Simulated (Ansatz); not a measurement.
The parent structure is GaAs in the rock salt structure (space group Fm-3m, No. 225; a = 5.394 Å; a hypothetical phase, not in the database extracts checked; relaxed with 0.1 eV smearing). Axes: x, y, z lie along the cube axes.

(Cell as relaxed with PBE.)

Levels (all Ansatz, a program for electronic structure, PAW, earlier PAW set): PBE (420 eV, spin-orbit coupling left out); r2SCAN (500 eV, spin-orbit coupling left out).

Each level relaxes its own structure.

```csv
base,PBE,r2SCAN
volume per atom,19.61 Å³,18.93 Å³
lattice parameter a,5.394 Å,5.330 Å
band gap,zero,zero
```

Modification: tensile biaxial strain of 3.15 % in the plane normal to [001], as in epitaxy on a mismatched substrate; the out-of-plane cell vector and the atoms relax.

```csv
quantity,PBE,r2SCAN
"pressure (mean of the normal stresses, compression positive)",-2.7 GPa,-3.1 GPa
out-of-plane strain,-1.48 %,-1.57 %
energy relative to the base (free energy F),+17 meV/atom,+19 meV/atom
```

PBE's pressure lies 0.4 GPa above r2SCAN's; PBE's out-of-plane strain lies 0.09 % above r2SCAN's; PBE's energy relative to the base lies 1.8 meV/atom below r2SCAN's. Neither level is exact; r2SCAN is the comparison here, not a measurement.

Whether these cells are dynamically stable was not tested. All final runs are without spin polarisation.
